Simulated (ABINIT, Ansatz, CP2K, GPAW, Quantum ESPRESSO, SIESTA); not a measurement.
# Code comparison for Ca3Mg (I4/mmm, 4 atoms in the cell)

Self-consistent single point.

```
Ca3Mg
1.0
   -2.69950     2.69950     5.41182
    2.69950    -2.69950     5.41182
    2.69950     2.69950    -5.41182
Ca Mg
3 1
Cartesian
  0.00000   0.00000   5.41182
  2.69950   0.00000   2.70591
  0.00000   2.69950   2.70591
  0.00000   0.00000   0.00000
```

Shared settings, as Ansatz (an electronic-structure program) writes them: kpoints.mp_grid.grid = 7 7 7; scf.occupations.method = fermi_dirac; scf.occupations.width = 0.05 eV. Potentials and cutoffs stand in the table.

```csv
code,model,pressure (GPa),cutoff
ABINIT,"PBEsol, PAW (JTH v2.0 PBE PAW, files made for PBE)",-1.98,40 Ry
Quantum ESPRESSO,"PBEsol, GBRV 1.5 ultrasoft (PBESOL) pseudopotentials",-1.90,40 Ry
SIESTA,"GGA PBEsol, numerical atomic orbitals DZP, PseudoDojo PBEsol standard norm-conserving potentials (rewritten from UPF to PSML)",1.49,grid 350 Ry
CP2K,"PBEsol, GPW, DZVP-MOLOPT-SR-GTH basis, GTH-PBE potentials (GTH_POTENTIALS)",-1.06,grid 1000 Ry
Ansatz,"PBEsol, PAW files made with PBE",-1.90,420 eV
GPAW,"PBEsol, GPAW PAW datasets PBEsol (made by gpaw-setup)",-1.83,850 eV
```

The spread over the programs that give each value: pressure within 3.47 GPa.

SIESTA and CP2K use small atom-centred bases, whose incompleteness enters pressures, forces and empty levels differently from a plane-wave cutoff. Ansatz's pressure is given at a fixed set of plane waves, as the other plane-wave codes print theirs. In the pressure, SIESTA (by 3.39) lies more than 1 GPa from the median of the plane-wave programs.

The starting cell comes from a database of computed structures (which also holds hypothetical and non-ambient phases and stackings), without a prior relaxation at this level. Its lattice was rescaled by a random factor within 2.5 % of one.

Left out of this page: FLEUR (not drawn, or without a comparable value).

Keys are those of Ansatz 0.2.
